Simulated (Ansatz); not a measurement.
Computed paths: interstitial H in bixbyite In2O3 with all lengths changed by -1 %, charge state +1

System: interstitial H in bixbyite In2O3 with all lengths changed by -1 % (charge state +1). These are PBE, PAW (plane waves to 420 eV; Ansatz, a first-principles code) values and carry that method's errors.

80-site cell at the strained lattice (strain from the relaxed PBE one, atoms relaxed), one k-point at (0.250, 0.250, 0.250), smearing 0.01 eV, spin-restricted, no finite-size correction. No zero-point or tunnelling terms. The charge state is imposed; whether it is stable for some Fermi level was not computed. Sites that were not tried may lie lower.

Barriers: single points on a 2×2×2 k-point mesh shifted by half a step at the bands' geometries.

```tsv
Route	Start site over the lowest site run (eV)	Hop (Å)	Forward barrier (eV)	Backward barrier (eV)	Neighbours at the start	Neighbours at the saddle	Saddle order	Forward, on the band's own sampling (eV)
a concerted move, in which H travels most	0.00	2.19	0.64	0.21	O at 1.00, O at 1.76 Å	In at 2.19; O at 0.98 Å	not checked	0.64
a direct jump of one H atom	0.00	2.02	0.78	0.10	O at 1.00, O at 1.76 Å	In at 2.16; O at 0.97 Å	not checked	0.78
a concerted move, in which H travels most	0.43	2.30	0.40	0.15	O at 1.00, O at 2.02, O at 2.04 Å	In at 2.08; O at 0.97, O at 2.13 Å	not checked	0.40
```

Paths come from nudged elastic bands with a climbing image. Of the routes that converged and passed our checks, the lowest saddle point lies 0.64 eV above the lowest of the sites run (a concerted move, in which H travels most); other sites, such as split forms, and other routes may lie lower.
